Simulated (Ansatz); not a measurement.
Here is the system:

End structure of a constructed model of the (111) surface of fcc Cu, (√3x√3)R30° surface alloy, Sn on one Cu site of the top plane (bottom of the slab: a bare face, its two planes held):

```
CELL_PARAMETERS angstrom
      3.85020     2.22291     0.00000
     -3.85020     2.22291     0.00000
      0.00000     0.00000    26.50000
ATOMIC_POSITIONS crystal
  Cu 0.00000 0.66667 0.30202
  Cu 0.33333 0.33333 0.30202
  Cu 0.66667 0.00000 0.30202
  Cu 0.00000 0.33333 0.38111
  Cu 0.33333 0.00000 0.38111
  Cu 0.66667 0.66667 0.38111
  Cu 0.00000 0.00000 0.45999
  Cu 0.33333 0.66667 0.45976
  Cu 0.66667 0.33333 0.45976
  Cu 0.00000 0.66602 0.53892
  Cu 0.33398 0.33398 0.53892
  Cu 0.66602 0.00000 0.53892
  Cu 0.00000 0.33146 0.61773
  Cu 0.33146 0.00000 0.61773
  Cu 0.66854 0.66854 0.61773
  Sn 0.00000 0.00000 0.71952
  Cu 0.33333 0.66667 0.69689
  Cu 0.66667 0.33333 0.69689
```

Model: 18-atom slab, 10.5 Å thick at the start with caps and adatoms (thin: gaps and levels are the slab's own), 10x10x1 mesh, Fermi-Dirac 0.1 eV, dipole correction, 6 atoms held, the rest relaxed; symmetry of the start imposed; no spin, no spin-orbit, no U. It is one candidate, not shown to be the stable structure of the face.

Q: Give the work function of the top face at the level Ansatz (an electronic-structure program) with PBE.

A: 4.21 eV
